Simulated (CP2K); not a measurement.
Band structure of a (001) slab of Li3Pb (cut from a parent of space group no. 139; 16 atoms in the cell).

```
CELL_PARAMETERS angstrom
      4.67149     0.00000     0.00000
      0.00000     4.67149     0.00000
      0.00000     0.00000    25.70500
ATOMIC_POSITIONS crystal
  Li 0.00000 0.50000 0.27232
  Li 0.50000 0.00000 0.27232
  Li 0.50000 0.50000 0.46747
  Li 0.50000 0.00000 0.40242
  Li 0.00000 0.50000 0.40242
  Li 0.00000 0.00000 0.33737
  Li 0.00000 0.50000 0.53252
  Li 0.50000 0.00000 0.53252
  Li 0.50000 0.50000 0.72768
  Li 0.50000 0.00000 0.66263
  Li 0.00000 0.50000 0.66263
  Li 0.00000 0.00000 0.59758
  Pb 0.00000 0.00000 0.46747
  Pb 0.50000 0.50000 0.33737
  Pb 0.00000 0.00000 0.72768
  Pb 0.50000 0.50000 0.59758
```

Computed with PBEsol, GPW, DZVP-MOLOPT-SR-GTH basis, GTH-PBE potentials (GTH_POTENTIALS) in CP2K 2026.2.

Settings: CUTOFF = 400 Ry; REL_CUTOFF = 50 Ry; SMEAR/METHOD = MARZARI_VANDERBILT; SIGMA = 0.1 eV; KPOINTS/SCHEME = MONKHORST-PACK 4 4 1; GAMMA_CENTERED = T; XC_FUNCTIONAL = PBE:PBESOL; Li/BASIS_SET = DZVP-MOLOPT-SR-GTH; Li/POTENTIAL = GTH-PBE-q3; Pb/BASIS_SET = DZVP-MOLOPT-SR-GTH; Pb/POTENTIAL = GTH-PBE-q4; METHOD = GPW; EPS_DEFAULT = 1e-10; EXTRAPOLATION = USE_GUESS.

The starting cell comes from a database of computed structures (which also holds hypothetical and non-ambient phases and stackings), without a prior relaxation at this level. The slab is cut from that crystal, and its faces are unrelaxed. Spin-orbit coupling is off. The two faces of this cut differ, and no dipole correction was used. Values carry the incompleteness of an atom-centred basis. The potentials were made for another functional than the one used.

Levels in eV from the Fermi level, bands 23 to 28:
```
point     23     24     25     26     27     28
-----  -----  -----  -----  -----  -----  -----
M      -1.86  -1.83  -1.58  -1.29  -1.29  -0.60
Γ      -0.82   0.00   0.00   0.15   0.82   1.06
X      -0.24   0.04   0.13   0.17   0.37   0.70
```

Bands cross the Fermi level along this path, so the cell is metallic at this level.

Higher empty bands are left out: an atom-centred basis made for the valence describes them poorly.
